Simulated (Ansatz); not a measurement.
Results of PBE (plane waves, PAW; Ansatz, an electronic-structure program) for GaGe₂N (model structure, started from the BC2N type, R3m, No. 160, 4 atoms in the cell).

Numerical settings: plane-wave cutoff 520 eV, 18×18×18 k mesh, Fermi–Dirac smearing 0.05 eV, scalar-relativistic PAW data made under PBE.

Cell (relaxed at this level):

```cif
data_Ga3Ge6N3
_chemical_formula_sum 'Ga3 N3 Ge6'
_space_group_name_H-M_alt 'R3m :H'
_space_group_IT_number 160
_space_group_name_Hall 'R 3 -2"'
_cell_length_a 3.64771
_cell_length_b 3.64771
_cell_length_c 18.88202
_cell_angle_alpha 90.000
_cell_angle_beta 90.000
_cell_angle_gamma 120.000
loop_
_atom_site_label
_atom_site_type_symbol
_atom_site_symmetry_multiplicity
_atom_site_Wyckoff_symbol
_atom_site_fract_x
_atom_site_fract_y
_atom_site_fract_z
_atom_site_occupancy
Ga1 Ga 3 a 0.00000 0.00000 0.98027 1
N1 N 3 a 0.00000 0.00000 0.87549 1
Ge1 Ge 3 a 0.00000 0.00000 0.51398 1
Ge2 Ge 3 a 0.00000 0.00000 0.38023 1
```
(The calculation used a cell of 4 atoms; values per cell refer to that cell.)

Predict the bulk modulus.


- bulk modulus: 67.1 GPa

The run finds no gap.

Note: the bulk modulus is −V dP/dV from two relaxed cells at ±2 % in volume; the relaxation could raise the start's symmetry but not lower it, so the cell can be a saddle point.

The result took roughly 25 core-minutes.

A model structure was made by putting elements into a prototype or built by hand; it is no filed structure, need not be a known phase, and can be a saddle point held by its symmetry.
